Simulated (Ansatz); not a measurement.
BN: band gap against strain

BN (wurtzite, P6_3mc, 5.969 Å³/atom at rest, c along z) under an equal strain ε in the (0001) plane with the normal axis free, as in a coherent film. PBE in Ansatz, a plane-wave DFT program (PAW, default set), 420 eV, 15×15×8 Γ-centred mesh, Fermi-Dirac smearing 0.05 eV; ions are relaxed within the symmetry of each cell. Gaps are the smallest over the k-mesh and a band path, without spin-orbit coupling; in all rows the valence edge lies at Γ and the conduction edge at about 1.7 Å⁻¹ from Γ.

Here s stands for strain and Eg for gap.

```
strain (%)  gap (eV)
----------  --------
-3.00              ?
-1.80           5.06
-1.20           5.12
-0.60           5.18
0.00            5.23
```

Fit Eg of the 4 rows that show it with a straight line. Means: s -0.90000, Eg 5.147. About the means, the sum of products is 0.17100 and the sum of squares of s is 1.8000; the slope is their ratio. Least squares gives Eg = 5.233 + 0.0950·s. Residuals (row less fit): -0.002, 0.001, 0.004, -0.003; standard error 0.004 (degrees of freedom: 2). Over these rows the gap moves by 9.5 ± 0.3 eV per unit strain.

Q: Estimate the missing Eg (s = -3.00); what did the run itself give?

A: Eg = 5.233 + 0.0950 × (-3.0) = 4.948 eV. The calculation gives 4.92 eV, 0.028 eV below the prediction (9.0 % of the range of Eg in the table). The row lies outside the fitted rows, so this is an extrapolation. The fitted rows scatter only by rounding.

One order more, fitted to all 6 runs of the series, follows each within 0.01, so the miss is the next term of a smooth law. BN is here a metastable high-pressure form. Rows are the converged runs of the series near zero and its far end; series whose fitted rows scatter by over a few per cent of the range, as at a crossing or softening among them, aren't shown in this form. Most that stay on the fit to the last digits aren't either.
